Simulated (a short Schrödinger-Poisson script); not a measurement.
System: gated Al0.4Ga0.6As/GaAs modulation-doped gas, at 300 K.

```tsv
layer	material	thickness (nm)	Nd (cm⁻³)	Na (cm⁻³)
1	Al0.4Ga0.6As	10	-	-
2	Al0.4Ga0.6As	20	7.4e17	-
3	Al0.4Ga0.6As	5	-	-
4	GaAs	6000	-	8e15
```

The device is made up for the run: typed textbook-type constants, with dimensions and the other settings drawn at random. Al0.4Ga0.6As: permittivity 11.76, conduction-band edge (eV) 0.316, gap (eV) 1.923, electron mass (mₑ) 0.1002, Nv at 300 K (cm⁻³) 9e18. GaAs: permittivity 12.9, conduction-band edge (eV) 0, gap (eV) 1.424, Nv at 300 K (cm⁻³) 9e18.

Channel valleys (confinement mass, in-plane density-of-states mass, number): Γ 0.067, 0.067, 1. At the gate the conduction-band edge of layer 1 lies 1.07 eV − eVg above the Fermi level of the channel; the field vanishes at the back. Donor level 0.05 eV below the band edge. The barrier under the gate holds no holes. Gaps are held at their typed values at every temperature. Mesh 0.08 nm at interfaces.

Solved with a short Schrödinger-Poisson script written for these runs: 1D Poisson equation in equilibrium, electrons quantum, Hartree (BenDaniel-Duke, 40 states a valley, the channel's in-plane mass for all, wave functions free to enter the barrier), parabolic valleys, classical holes, donors ionised by Fermi statistics, acceptors fully, no traps, pinning or gate leakage.

The same stack at other levels of the model or other numerical settings:

```json
[
 {"run": "base", "sheet density of all electrons at Vg = 0.5 V (cm⁻²)": "4.88e10", "capacitance at Vg = 0.5 V (μF/cm²)": "0.146", "centroid of the channel electrons at Vg = 0.5 V (nm)": "7.40", "rough cost against the base": "about 1"},
 {"run": "electrons treated as classical, Boltzmann", "sheet density of all electrons at Vg = 0.5 V (cm⁻²)": "6.28e10", "capacitance at Vg = 0.5 V (μF/cm²)": "…", "centroid of the channel electrons at Vg = 0.5 V (nm)": "4.96", "rough cost against the base": "0.03"},
 {"run": "electrons treated as classical, Fermi-Dirac", "sheet density of all electrons at Vg = 0.5 V (cm⁻²)": "6.14e10", "capacitance at Vg = 0.5 V (μF/cm²)": "…", "centroid of the channel electrons at Vg = 0.5 V (nm)": "5.09", "rough cost against the base": "0.2"},
 {"run": "electrons treated as quantum, Hartree plus LDA exchange-correlation", "sheet density of all electrons at Vg = 0.5 V (cm⁻²)": "5.26e10", "capacitance at Vg = 0.5 V (μF/cm²)": "0.154", "centroid of the channel electrons at Vg = 0.5 V (nm)": "…", "rough cost against the base": "about 1"},
 {"run": "mesh six times as coarse", "sheet density of all electrons at Vg = 0.5 V (cm⁻²)": "4.88e10", "capacitance at Vg = 0.5 V (μF/cm²)": "0.146", "centroid of the channel electrons at Vg = 0.5 V (nm)": "7.40", "rough cost against the base": "0.2"},
 {"run": "one subband a valley", "sheet density of all electrons at Vg = 0.5 V (cm⁻²)": "4.33e10", "capacitance at Vg = 0.5 V (μF/cm²)": "0.139", "centroid of the channel electrons at Vg = 0.5 V (nm)": "5.83", "rough cost against the base": "0.2"}
]
```

What belongs in the gaps?


- electrons treated as classical, Fermi-Dirac, capacitance at Vg = 0.5 V (μF/cm²): 0.162
- electrons treated as quantum, Hartree plus LDA exchange-correlation, centroid of the channel electrons at Vg = 0.5 V (nm): 7.26
- electrons treated as classical, Boltzmann, capacitance at Vg = 0.5 V (μF/cm²): 0.167

The classical rows ignore confinement, and Boltzmann statistics overrate the density once the band edge passes the Fermi level.
